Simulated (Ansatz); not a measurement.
**H on the 1x1 (100) surface of fcc Cu, one in a 2x2 cell, started at the site 'bridge Cu-Cu (span 2.6 Å)'**

Computed with PBE (plane waves to 420 eV, PAW; Ansatz, a quantum-chemistry and plane-wave program).

Slab: 17 atoms, 5.3 Å thick at the start under the adsorbate (thin: gaps and levels are the slab's own); k 6x6x1, smearing 0.1 eV, dipole-corrected; 8 atoms held, the rest relaxed; start symmetry kept, larger cells not searched; no spin, no spin-orbit, no U, no dispersion correction. At the end it is bonded to 2 Cu. In PBE this state lies 0.07 eV over the lowest of the starts that converged ('hollow Cu-Cu-Cu-Cu over Cu at depth 1.8 Å').

```
Property                                                                                                                   Value
--------------------------------------------------------------------------------------  ----------------------------------------
adsorption energy against ½ H2(g)                                                                                      -0.085 eV
work function of the top face                                                                                            4.73 eV
change of the work function                                                                                              0.19 eV
change of the step from the bottom to the top vacuum level, against the clean slab                                       0.23 eV
energy released by relaxation                                                                                           0.033 eV
height of the binding atom over the mean of the host atoms within 0.3 Å of the top one                                   1.082 Å
nearest host atoms of the binding atom                                                  Cu at 1.64 Å, Cu at 1.64 Å, Cu at 3.08 Å
largest move of a host atom                                                                                               0.06 Å
cost                                                                                                      roughly 9 core-minutes
```

A negative adsorption energy means that the adsorbate is more stable on the surface than in its reference.
